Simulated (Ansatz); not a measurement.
Consider interstitial B in diamond, charge state +1. Calculation: PBE, PAW (plane waves to 420 eV; Ansatz, an electronic-structure program).

64-site cell at the relaxed PBE lattice, a 2×2×2 k-point mesh shifted by half a step, smearing 0.01 eV, spin-restricted, no finite-size correction. Static, classical nuclei. The host's phase is taken as given; its stability against other phases was not computed. The charge state is imposed; whether it is stable for some Fermi level was not computed. Sites that were not tried may lie lower. The start lies 0.11 eV above the lowest site run (PBE).

Barriers: single points on a 3×3×3 k-point mesh shifted by half a step at the bands' geometries.

The step: several atoms move together, B the farthest (a rearrangement that moves the defect's centre by under 1 Å). Atoms about the jump, Cartesian Å from the middle of the jump, before and after:

| atom | x0 | y0 | z0 | x1 | y1 | z1 |
|---|---|---|---|---|---|---|
| B1 | 0.45 | 0.09 | -0.09 | -0.45 | -0.09 | 0.09 |
| C2 | -0.56 | -0.91 | 0.28 | -0.45 | -1.42 | 0.10 |
| C3 | 0.45 | 0.10 | -1.42 | 0.56 | 0.28 | -0.91 |
| C4 | -1.39 | 0.09 | 1.06 | -1.45 | 0.27 | 1.10 |
| C5 | 1.45 | 1.10 | 0.27 | 1.39 | 1.06 | 0.09 |
| C6 | -0.46 | 1.00 | 1.91 | -0.45 | 1.06 | 1.93 |
| C7 | 0.45 | 1.93 | 1.06 | 0.46 | 1.91 | 1.00 |
| C8 | 0.44 | -1.75 | 1.06 | 0.49 | -1.86 | 1.04 |
| C9 | -0.49 | 1.04 | -1.86 | -0.44 | 1.06 | -1.75 |
| C10 | 1.39 | -0.84 | -1.86 | 1.35 | -0.78 | -1.70 |
| C11 | -1.35 | -1.70 | -0.78 | -1.39 | -1.86 | -0.84 |
| C12 | 2.29 | 0.10 | 1.06 | 2.23 | 0.10 | 0.98 |
| C13 | -2.23 | 0.98 | 0.10 | -2.29 | 1.06 | 0.10 |
| C14 | 1.35 | -0.81 | 1.91 | 1.32 | -0.80 | 1.87 |
| C15 | -1.32 | 1.87 | -0.80 | -1.35 | 1.91 | -0.81 |
| C16 | 0.45 | 0.10 | 2.77 | 0.44 | 0.10 | 2.77 |
| C17 | -0.44 | 2.77 | 0.10 | -0.45 | 2.77 | 0.10 |
| C18 | 2.22 | -1.67 | -0.80 | 2.23 | -1.69 | -0.79 |
| C19 | -2.23 | -0.79 | -1.69 | -2.22 | -0.80 | -1.67 |
| C20 | 1.33 | -2.58 | 0.10 | 1.39 | -2.65 | 0.09 |
| C21 | -1.39 | 0.09 | -2.65 | -1.33 | 0.10 | -2.58 |
| C22 | -2.27 | -0.80 | 1.91 | -2.24 | -0.78 | 1.89 |
| C23 | 2.24 | 1.89 | -0.78 | 2.27 | 1.91 | -0.80 |
| C24 | -0.44 | -2.58 | -1.69 | -0.44 | -2.65 | -1.74 |
| C25 | 0.44 | -1.74 | -2.65 | 0.44 | -1.69 | -2.58 |

Q: Where do these atoms stand at the saddle point, and how high is it?

A: 
```
atom      x      y      z
----  -----  -----  -----
B1     0.01   0.03   0.02
C2    -0.63  -1.11   0.32
C3     0.65   0.34  -1.12
C4    -1.41   0.09   1.05
C5     1.43   1.06   0.07
C6    -0.44   0.99   1.90
C7     0.45   1.91   0.98
C8     0.43  -1.79   1.08
C9    -0.42   1.10  -1.81
C10    1.40  -0.77  -1.76
C11   -1.38  -1.75  -0.78
C12    2.25   0.09   0.98
C13   -2.23   0.99   0.08
C14    1.34  -0.81   1.89
C15   -1.32   1.90  -0.82
C16    0.46   0.10   2.77
C17   -0.44   2.79   0.09
C18    2.23  -1.66  -0.80
C19   -2.21  -0.79  -1.68
C20    1.33  -2.58   0.10
C21   -1.32   0.11  -2.59
C22   -2.26  -0.81   1.92
C23    2.28   1.93  -0.82
C24   -0.44  -2.58  -1.69
C25    0.45  -1.67  -2.59
```
It lies 0.61 eV above the start and 0.61 eV above the end. The program found a first-order saddle point.
